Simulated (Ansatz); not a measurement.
The parent structure is GaAs in the zinc blende structure (space group F-43m, No. 216; a = 5.667 Å).

Computed with r2SCAN/PAW in Ansatz (a first-principles code), spin-orbit coupling left out.

Base values:

The shortest interatomic distance comes out as 2.454 Å, the smallest direct gap is 0.96 eV and the hole mass is 0.050, 0.34, 0.34 mₑ (at Γ). The gap character comes out as direct at Γ.

Now apply this change: a hydrostatic pressure of 15 GPa.

### Question
Estimate the effect on the shortest interatomic distance.

### Answer
The shortest interatomic distance falls by 0.118 Å to 2.336 Å.

### Question
Estimate the effect on the smallest direct gap.

### Answer
The smallest direct gap rises by 1.24 eV, from 0.96 eV to 2.20 eV.

### Question
How does this affect the hole mass?

### Answer
The hole mass (degenerate bands, along [100]) changes from 0.050, 0.34, 0.34 mₑ (at Γ) to 0.098, 0.29, 0.29 mₑ (at Γ).

### Question
How does this affect the gap character?

### Answer
The gap character becomes indirect, Γ → Γ–X (87 % along) (base: direct at Γ).

Load acts through the strain it causes; cell and atoms are relaxed under it. Masses are band curvatures over ±0.01 Å⁻¹ around the edge. Stability against distortions was not tested. Tetrahedral semiconductors of this kind turn to denser phases somewhere between about 1 and 50 GPa; those were not computed, so compressed cells here can lie past the real transition.
